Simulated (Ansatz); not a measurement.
AlN (Fm-3m, No. 225; start mp-1330; another space group than a measured phase of this formula), treated with PBE0 (Ansatz, a quantum-chemistry and plane-wave program, PAW).

Settings: plane-wave cutoff 460 eV, 10×10×10 k mesh, Fermi–Dirac smearing 0.01 eV, scalar-relativistic PAW data made under PBE.

The cell is the one relaxed with PBEsol. Conventional cell: a = 4.0453 Å, b = 4.0453 Å, c = 4.0453 Å, α = 90.00°, β = 90.00°, γ = 90.00°.

```xyz
2
Lattice="0.0000 2.0226 2.0226 2.0226 0.0000 2.0226 2.0226 2.0226 0.0000" Properties=species:S:1:pos:R:3 pbc="T T T"
Al     2.0226     2.0226     2.0226
N      0.0000     0.0000     0.0000
```

List the 5 lowest band energies at Γ above −25 eV (eV, relative to the valence band maximum), grouping those that round alike.

At Γ: -19.21, 0.00 (×3), 7.92.

Note: cell and atoms aren't relaxed at this level (pressure -3.1 GPa).

A start named mp-… is a Materials Project structure, which can be a computed phase never made.
